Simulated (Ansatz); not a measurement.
## KF: biaxial strain −2.00 %, plane normal [001], relaxed out of plane

The parent structure is KF in the rock salt structure (space group Fm-3m, No. 225; a = 5.307 Å). Axes: x, y, z lie along the cube axes.

Modification: compressive biaxial strain of 2.00 % in the plane normal to [001], as in epitaxy on a mismatched substrate; the out-of-plane cell vector and the atoms relax.

The values are results of PBEsol (Ansatz, a first-principles code), spin-orbit coupling left out, not measurements. Settings: 11×11×11 k-points, 0.05 eV Fermi–Dirac smearing.

- Volume per atom: 18.10 Å³ (base 18.68 Å³)
- Shortest interatomic distance: 2.600 Å (base 2.653 Å)
- Energy relative to the base (free energy F): +4.0 meV/atom
- Pressure (mean of the normal stresses, compression positive): 1.21 GPa (base -0.01 GPa)
- Band gap: 6.29 eV (base 6.15 eV)
- Gap character: direct at Γ (base direct at Γ)
- Electron mass: 0.51 mₑ out of plane, 0.54 mₑ in plane (at Γ) (base 0.54 mₑ (at Γ))
- Valence-band top at Γ (three highest levels, from the VBM): 0.00, 0.00, -0.05 eV (base 0.00, 0.00, 0.00 eV)
- Out-of-plane strain: +0.89 %
- Ratio −ε⊥/ε∥: 0.45
- Mean in-plane stress (compression positive): +1.8 GPa

Final structure (turned so that z lies along the plane normal):

```
CELL_PARAMETERS angstrom
      3.67741     0.00000     0.00000
      0.00000     3.67741     0.00000
      1.83870    -1.83870     2.67709
ATOMIC_POSITIONS crystal
  K  0.00000 0.00000 0.00000
  F  0.50000 0.50000 0.00000
```

Masses are band curvatures over ±0.01 Å⁻¹ around the edge. Stability against distortions was not tested. Labels are those of the standard path for the cell's own space group.
